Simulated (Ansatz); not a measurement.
Consider WSe₂ in the 2H-MoS2 type structure (space group P6_3/mmc, No. 194; layered, stacked along the Cartesian z axis).

WSe$_{2}$ is modelled in the hexagonal space group P6₃/mmc (No. 194), Pearson symbol hP6. Lattice parameters: a = b = 3.231 Å, c = 12.411 Å, α = β = 90.00°, γ = 120.00°. W on 2c is surrounded by 6 Se at 2.511 Å (trigonal prismatic). Se on 4f is surrounded by 3 W at 2.511 Å (trigonal pyramidal). (Neighbours: up to the widest gap in distance over summed covalent radii, below 1.35, at either atom; cation-cation and far metal-metal contacts left out.)

Levels (all Ansatz, a program for electronic structure, PAW): PBEsol-D3(BJ) (420 eV, no spin-orbit coupling); r2SCAN (500 eV, spin-orbit coupling left out); HSE06 (420 eV, no spin-orbit coupling).

One geometry, relaxed with PBEsol-D3(BJ), under each level:

| level | band gap | lowest conduction level above the VBM at special points |
|---|---|---|
| PBEsol-D3(BJ) | 0.67 eV | K 1.40 eV; H 1.43 eV; M 2.18 eV; L 2.26 eV |
| r2SCAN | (withheld) | (withheld) |
| HSE06 | 1.14 eV | K 1.88 eV; H 1.89 eV; M 2.81 eV; Γ 3.26 eV |

Question: Give the withheld r2SCAN results.

Answer: 
- r2SCAN, band gap: 0.83 eV
- r2SCAN, lowest conduction level above the VBM at special points: K 1.53 eV; H 1.53 eV; M 2.36 eV; L 2.38 eV

Single points use the geometry relaxed with PBEsol-D3(BJ). HSE06 gaps are upper bounds (no full band path). Spin-orbit coupling, missing from the scalar runs, can matter with W. Whether these cells are dynamically stable was not tested.
